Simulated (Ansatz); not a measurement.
The reference is BP in the zinc blende structure (space group F-43m, No. 216).

```xyz
2
Lattice="0.0000 2.2601 2.2601 2.2601 0.0000 2.2601 2.2601 2.2601 0.0000" Properties=species:S:1:pos:R:3 pbc="T T T"
B      0.0000     0.0000     0.0000
P      1.1300     1.1300     1.1300
```

Level of theory: Ansatz (a quantum-chemistry and plane-wave program), PBEsol, PAW, cutoff 420 eV, no spin-orbit coupling.

Before the change:

- Width of the top valence band: 5.60 eV
- Smallest direct gap: 3.38 eV
- Pressure: -0.01 GPa

It is then changed as follows: an isotropic linear strain of +1.50 %, atoms relaxed at fixed cell.

Question: Estimate the effect on the width of the top valence band.

Answer: The width of the top valence band decreases by 0.26 eV to 5.34 eV.

Question: What does the calculation give for the smallest direct gap after the change?

Answer: The smallest direct gap decreases by 0.06 eV (3.38 eV → 3.32 eV).

Question: Predict the new mean gap deformation potential ΔEg/Δln V.

Answer: The mean gap deformation potential ΔEg/Δln V amounts to +1.4 eV.

Question: What does the calculation give for the pressure after the change?

Answer: The pressure decreases by 6.95 GPa to -6.96 GPa.

No phonon test of stability was made.
